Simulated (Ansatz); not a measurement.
This Ansatz (an electronic-structure program) input is the reference run, MgTe in the wurtzite structure (space group P6_3mc, No. 186), computed with LDA (Ansatz, PAW, scalar-relativistic without spin-orbit coupling):

Ansatz 0.2 input:
```yaml
crystal:
  lattice:
    - [4.5088988135, 0, 0]
    - [-2.2544494067, 3.9048209156, 0]
    - [0, 0, 7.3376994436]
  atoms:
    - { symbol: Mg, position: [0.3333333333, 0.6666666667, 0.9997715944] }
    - { symbol: Mg, position: [0.6666666667, 0.3333333333, 0.4997715944] }
    - { symbol: Te, position: [0.3333333333, 0.6666666667, 0.3762284056] }
    - { symbol: Te, position: [0.6666666667, 0.3333333333, 0.8762284056] }
basis: { ecutwfc: 420, ecutrho_ratio: 4, xc_grid: 2, fft_grid_basis: typed }
kpoints: { mp_grid: { grid: [9, 9, 5] } }
hamiltonian:
  xc: lda
  dispersion: none
  pseudopotentials: { kind: paw }
scf: { occupations: { method: fermi_dirac, width: 0.05 }, convergence: { dr2_threshold: 0.0000000004 } }
output: { forces: true, stress: true }
checkpoint: { write: state.ck, write_every: 1000 }
```

Question: Write the input for this change: uniaxial strain ε_zz = −0.60 %, all other strain components held at zero, atoms relaxed at fixed cell.

Answer: 
Ansatz 0.2 input:
```yaml
crystal:
  lattice:
    - [4.5088988135, 0, 0]
    - [-2.2544494067, 3.9048209156, 0]
    - [0, 0, 7.2936732469]
  atoms:
    - { symbol: Mg, position: [0.3333333333, 0.6666666667, 0.9997715944] }
    - { symbol: Mg, position: [0.6666666667, 0.3333333333, 0.4997715944] }
    - { symbol: Te, position: [0.3333333333, 0.6666666667, 0.3762284056] }
    - { symbol: Te, position: [0.6666666667, 0.3333333333, 0.8762284056] }
basis: { ecutwfc: 420, ecutrho_ratio: 4, xc_grid: 2, fft_grid_basis: typed }
kpoints: { mp_grid: { grid: [9, 9, 5] } }
hamiltonian:
  xc: lda
  dispersion: none
  pseudopotentials: { kind: paw }
scf: { occupations: { method: fermi_dirac, width: 0.05 }, convergence: { dr2_threshold: 0.0000000004 } }
relax: { f_tol: 0.005, max_steps: 50 }
output: { forces: true, stress: true }
checkpoint: { write: state.ck, write_every: 1000 }
```
This is the input that was run.

Whether these cells are dynamically stable was not tested.
